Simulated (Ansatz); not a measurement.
Take HfO$_{2}$ in the fluorite structure (space group Fm-3m, No. 225; a = 5.0438 Å) as the base. Axes: x, y, z lie along the cube axes.

Method: PBEsol, PAW, 420 eV (Ansatz, a program for electronic structure; without spin-orbit coupling).

Before the change:

The shortest interatomic distance comes out as 2.184 Å.

It is then changed as follows: biaxial strain −0.83 %, plane normal [111], relaxed out of plane (Cartesian); in-plane vectors clamped, the third vector and the atoms free.

Task: How does this affect the out-of-plane strain?

Result: The out-of-plane strain comes out as +1.03 %.

Task: Estimate the effect on the in-plane stress.

Result: The mean in-plane stress (compression positive) comes out as +2.6 GPa.

Task: How does this affect the shortest interatomic distance?

Result: The shortest interatomic distance shrinks by 0.011 Å to 2.173 Å.

Stability against distortions was not tested. This is not the structure that HfO2 has at room temperature and ambient pressure.
